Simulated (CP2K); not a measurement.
Input and output of a self-consistent single point for ScBi (Fm-3m, 2 atoms in the cell) (CP2K).

Level of theory: CP2K with LDA (Pade form), GPW, DZVP-MOLOPT-SR-GTH basis, GTH-PADE potentials (GTH_POTENTIALS).

The change in words: lattice scaled by 0.98. Reference geometry:
```
ScBi
1.0
    4.35261     0.00000     0.00000
    2.17630     3.76947     0.00000
    2.17630     1.25649     3.55389
Sc Bi
1 1
Direct
  0.50000   0.50000   0.50000
  0.00000   0.00000   0.00000
```

Reference input (self-consistent single point, DFT LDA (Pade form), GPW, DZVP-MOLOPT-SR-GTH basis, GTH-PADE potentials (GTH_POTENTIALS)): CUTOFF = 600 Ry; REL_CUTOFF = 50 Ry; SMEAR/METHOD = GAUSSIAN; SIGMA = 0.2 eV; KPOINTS/SCHEME = MONKHORST-PACK 8 8 8; GAMMA_CENTERED = T; XC_FUNCTIONAL = PADE; Sc/BASIS_SET = DZVP-MOLOPT-SR-GTH; Sc/POTENTIAL = GTH-PADE-q11; Bi/BASIS_SET = DZVP-MOLOPT-SR-GTH; Bi/POTENTIAL = GTH-PADE-q5; METHOD = GPW. This run's input differs from it in these lines:

```diff
@@ -64,5 +64,5 @@
     &CELL
-      A 4.35260900 0.00000000 0.00000000
-      B 2.17630400 3.76947000 0.00000000
-      C 2.17630400 1.25649000 3.55389000
+      A 4.26555700 0.00000000 0.00000000
+      B 2.13277800 3.69408000 0.00000000
+      C 2.13277800 1.23136000 3.48281200
       PERIODIC XYZ
@@ -70,3 +70,3 @@
     &COORD
-      Sc       4.35260850     2.51298000     1.77694500
+      Sc       4.26555650     2.46272000     1.74140600
       Bi       0.00000000     0.00000000     0.00000000
```

Output (repeated stretches shortened):

```
 SCF WAVEFUNCTION OPTIMIZATION

  Step     Update method      Time    Convergence         Total energy    Change
     1 NoMix/Diag. 0.30E+00      -     1.60853899       -52.5479829483 -5.25E+01
     2 Broy./Diag. 0.30E+00      -     0.02539755       -52.8220512886 -2.74E-01
     3 Broy./Diag. 0.30E+00      -     0.05326036       -52.5068870557  3.15E-01
     4 Broy./Diag. 0.30E+00      -     0.01171671       -52.2798752496  2.27E-01
     5 Broy./Diag. 0.30E+00      -     0.01011723       -52.3490086852 -6.91E-02
     6 Broy./Diag. 0.30E+00      -     0.00151536       -52.3004487632  4.86E-02
   [... 5 lines left out ...]
    12 Broy./Diag. 0.30E+00      -     0.00000253       -52.3060746384  4.61E-05
    13 Broy./Diag. 0.30E+00      -     0.00000108       -52.3060775525 -2.91E-06
    14 Broy./Diag. 0.30E+00      -     0.00000117       -52.3060734459  4.11E-06
    15 Broy./Diag. 0.30E+00      -     0.00000018       -52.3060736018 -1.56E-07
  *** SCF run converged in    15 steps ***

  Overlap energy of the core charge distribution:               0.00000000000011
  Self energy of the core charge distribution:               -100.31517270636611
  Core Hamiltonian energy:                                     23.83907180028138
  Hartree energy:                                              31.58258346008673
  Exchange-correlation energy:                                 -7.41218500507235
  Smearing free energy correction:                             -0.00037115079539
  Fermi energy:                                                 0.22505806484280

  Total energy:                                               -52.30607360184129
  Total energy (extrapolated to sigma->0):                    -52.30588802644360

                     Mulliken Population Analysis

   [... lines left out ...]

 STRESS| Analytical stress tensor [bar]
 STRESS|                        x                   y                   z
 STRESS|      x       -4.69305872382E+04   3.99612491783E-02   2.82569764704E-02
 STRESS|      y        3.99612491783E-02  -4.69304608158E+04   4.06094979014E-02
 STRESS|      z        2.82569764704E-02   4.06094979014E-02  -4.69305060768E+04
 STRESS| 1/3 Trace                                            -4.69305180436E+04
```

The run converged in 15 iterations. Against the reference run the free energy drops by 64.8 meV/atom and the pressure goes from -7.27 to -4.69 GPa.

The starting cell comes from a database of computed structures (which also holds hypothetical and non-ambient phases and stackings), without a prior relaxation at this level. Its lattice was rescaled by a random factor within 2.5 % of one. For this run, on top of that: lattice scaled by 0.98. Values carry the incompleteness of an atom-centred basis. With a pressure of about -5 GPa the cell is away from its equilibrium volume at this level.

Cost on one core of a shared machine: roughly 80 s.
